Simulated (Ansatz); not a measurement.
Base system: GaP in the zinc blende structure (space group F-43m, No. 216; a = 5.4517 Å).

It is then changed as follows: every P is replaced by N, then cell and atoms are relaxed.

Levels (all Ansatz, a program for electronic structure, PAW, earlier PAW set): r2SCAN (500 eV, no spin-orbit coupling); HSE06 (420 eV, no SOC); HSE06+SOC (420 eV, noncollinear with spin-orbit coupling).

One geometry, relaxed with r2SCAN, under each level:

The valence-band top lists the three highest levels at Γ (Kramers pairs under SOC), from the VBM.

| level | band gap | lowest conduction level above the VBM at special points | valence-band top at Γ |
|---|---|---|---|
| r2SCAN | 2.17 eV | Γ 2.17 eV; X 3.77 eV; L 5.22 eV | 0.00, 0.00, 0.00 eV |
| HSE06 | [?] | [?] | – |
| HSE06+SOC | [?] | [?] | [?] |

### Question
Give the withheld HSE06 and HSE06+SOC results.

### Answer

- HSE06, band gap: 3.00 eV
- HSE06, lowest conduction level above the VBM at special points: Γ 3.00 eV; X 4.45 eV; L 6.12 eV
- HSE06+SOC, band gap: 2.99 eV
- HSE06+SOC, lowest conduction level above the VBM at special points: Γ 2.99 eV; X 4.45 eV; L 6.11 eV
- HSE06+SOC, valence-band top at Γ: 0.00, 0.00, -0.02 eV

Single points use the geometry relaxed with r2SCAN. Differences between runs with and without spin-orbit coupling are approximate. Stability against distortions was not tested. This is not the structure that GaN has at room temperature and ambient pressure.
